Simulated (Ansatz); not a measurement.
## Effect of Be vacancy, symmetric start on Be

The reference is a 16-atom supercell of Be in the hcp (Mg type) structure (space group P6_3/mmc, No. 194; a = 2.263 Å, c = 3.563 Å) at its relaxed geometry.

One thing is altered: one Be atom is removed, atoms relaxed at fixed cell.

Computed with r2SCAN, PAW, 500 eV (Ansatz, an electronic-structure program; no SOC), earlier PAW set. Settings: 9×9×9 k-points, 0.05 eV Fermi–Dirac smearing.

| quantity | base | changed | shift |
|---|---|---|---|
| pressure | 0.0 GPa | -1.4 GPa | -1.4 GPa |
| energy gained by relaxation | – | 0.01 eV | – |
| largest displacement of a host atom from its site in the perfect cell | – | 0.04 Å | – |
| mean distance from the defect site to its nearest host atoms | 2.21 Å | 2.20 Å | -0.01 Å |

Final structure:

```xyz
15
Lattice="4.5263 0.0000 -3.5631 -2.2631 3.9199 0.0000 4.5263 0.0000 3.5631" Properties=species:S:1:pos:R:3 pbc="T T T"
Be     3.3558     3.2441    -0.8908
Be     6.7995     1.3050    -0.8908
Be     5.6615     3.2761    -0.8908
Be     4.5235     1.3050     2.6723
Be     3.4288     3.2862     2.6723
Be     2.2552     1.3098    -0.8908
Be     1.1304     3.2581    -0.8908
Be     1.1292     0.6541     0.8973
Be    -0.0005     2.6108     0.8973
Be     3.3995     0.6561     0.8751
Be     2.2628     2.6131     0.8938
Be     5.6555     0.6541     0.8842
Be     4.5258     2.6108     0.8842
Be     3.3995     0.6561    -2.6567
Be     2.2628     2.6131    -2.6754
```

Cost of the whole job for the changed cell (relaxation, final SCF and bands): about 4 core-minutes (a rough figure).

The cell is small, so the values are those of an ordered compound at a high defect concentration; dilute-limit values will differ. The defect started on the symmetric site and kept its symmetry, so it may sit on a saddle. The defect cell is not spin-polarised.
